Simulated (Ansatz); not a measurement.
Take GaSb in the zinc blende structure (space group F-43m, No. 216; a = 6.1335 Å) as the base.

Now apply this change: full substitution Sb → As, then cell and atoms are relaxed.

Levels (all Ansatz, an electronic-structure program, PAW, earlier PAW set): r2SCAN (500 eV, no spin-orbit coupling); HSE06 (420 eV, no spin-orbit coupling).

The geometry is relaxed with r2SCAN.

| Quantity | Value |
|---|---|
| r2SCAN band gap | 0.97 eV |

**Question.** What does HSE06 give at this geometry for the band gap?

**Answer.** The band gap grows by 0.40 eV (0.97 eV → 1.37 eV).

Single points use the geometry relaxed with r2SCAN. No phonon test of stability was made.
